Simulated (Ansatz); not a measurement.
Ansatz (a program for electronic structure) run on AlN (P6_3mc, 4 atoms in the cell): self-consistent single point.

Method: PBE, PAW files (plane waves; Ansatz).

The change in words: lattice scaled by 0.98. Reference geometry:
```xyz
4
Lattice="3.1348 0.0000 0.0000 -1.5674 2.7149 0.0000 0.0000 0.0000 5.0270" Properties=species:S:1:pos:R:3 pbc="T T T"
Al     1.5674     0.9050     2.5099
Al     0.0000     1.8099     5.0234
N      1.5674     0.9050     4.4273
N      0.0000     1.8099     1.9138
```

Reference input (self-consistent single point, DFT, PBE, plane waves, PAW files): kpoints.mp_grid.grid = 12 12 7; hamiltonian.xc = pbe; hamiltonian.pseudopotentials = {kind: paw} (the program's default PAW files); scf.occupations.method = fixed. This run's input differs from it in these lines:

```diff
@@ -2,5 +2,5 @@
   lattice:
-    - [3.13484700, 0.00000000, 0.00000000]
-    - [-1.56742400, 2.71485700, 0.00000000]
-    - [0.00000000, 0.00000000, 5.02699400]
+    - [3.07215000, 0.00000000, 0.00000000]
+    - [-1.53607600, 2.66056000, 0.00000000]
+    - [0.00000000, 0.00000000, 4.92645400]
   atoms:
```

Output (repeated stretches shortened):

```
SCF iter   1: F=—  HF=-1851.508318 eV  |F-HF|=—  |Δ(HF+E_count)|=         —  Δρ=1.46e-1  dr2=1.02e1  ethr=3.10e-3  ⟨swp⟩=4.8  Hψ=4890  notcnv=0  defer=58
all-band conjugate gradients solve this SCF's bands
preconditioner: auto → none
SCF iter   2: F=—  HF=-1848.832776 eV  |F-HF|=—  |Δ(HF+E_count)|=    2.68e0  Δρ=7.61e-2  dr2=1.33e0  ethr=3.10e-3  ⟨swp⟩=3.1  Hψ=2777  notcnv=0  defer=143
SCF iter   3: F=—  HF=-1848.451130 eV  |F-HF|=—  |Δ(HF+E_count)|=   3.82e-1  Δρ=2.36e-2  dr2=1.11e-1  ethr=3.10e-3  ⟨swp⟩=2.2  Hψ=2176  notcnv=0  defer=135
SCF iter   4: F=—  HF=-1848.437284 eV  |F-HF|=—  |Δ(HF+E_count)|=   1.38e-2  Δρ=1.20e-3  dr2=3.03e-4  ethr=6.95e-4  ⟨swp⟩=2.0  Hψ=1096  notcnv=0  defer=152
SCF iter   5: F=—  HF=-1848.437177 eV  |F-HF|=—  |Δ(HF+E_count)|=   1.08e-4  Δρ=3.39e-4  dr2=1.11e-5  ethr=1.89e-6  ⟨swp⟩=2.1  Hψ=1455  notcnv=0  defer=152
SCF iter   6: F=—  HF=-1848.437186 eV  |F-HF|=—  |Δ(HF+E_count)|=   9.38e-6  Δρ=3.04e-5  dr2=2.51e-7  ethr=6.94e-8  ⟨swp⟩=2.0  Hψ=1520  notcnv=0  defer=1
SCF iter   7: F=-1848.437186 eV  HF=-1848.437186 eV  |F-HF|=1.57e-9  |Δ(HF+E_count)|=   4.37e-8  Δρ=4.21e-6  dr2=3.87e-9  ethr=6.25e-10  ⟨swp⟩=6.2  Hψ=5283  notcnv=0
SCF 1 converged in 7 iterations: F = -1848.437186 eV  dr2 = 3.87e-9
Free energy (F): -1848.437186 eV
Internal energy: -1848.437186 eV  (E = F + TS)
E sigma→0 (E₀):  -1848.437186 eV
Fermi energy:    7.530999 eV
--- Forces (eV/Å), atoms counted from 1 ---
  atom   1  Al    -0.00000000     0.00000000    -0.02543574
  atom   2  Al     0.00000000    -0.00000000    -0.02543574
  atom   3  N      0.00000000    -0.00000000     0.02540646
  atom   4  N     -0.00000000     0.00000000     0.02540646
--- Stress (GPa, compression-positive) ---
       12.263891      -0.000000       0.000000
       -0.000000      12.263891       0.000000
        0.000000       0.000000      11.419464
  P = ⅓ Tr σ = 11.9824 GPa (119.824 kbar)
  The stress holds the Pulay correction. Without it, at fixed plane waves, as pw.x and ABINIT print it: P = 11.7132 GPa
```

The run converged in 7 iterations. Against the reference run the free energy rises by 20.4 meV/atom, the pressure goes from -0.98 to 11.98 GPa, the largest force goes from 0.002 to 0.025 eV/Å and the gap on the mesh goes from 3.996 to 4.529 eV.

The starting cell comes from a database of computed structures (which also holds hypothetical and non-ambient phases and stackings), without a prior relaxation at this level. Its lattice was rescaled by a random factor within 2.5 % of one. For this run, on top of that: lattice scaled by 0.98. With a pressure of about 12 GPa the cell is away from its equilibrium volume at this level. Ansatz's pressure includes its estimate of the finite-basis (Pulay) stress.

Keys are those of Ansatz 0.2.
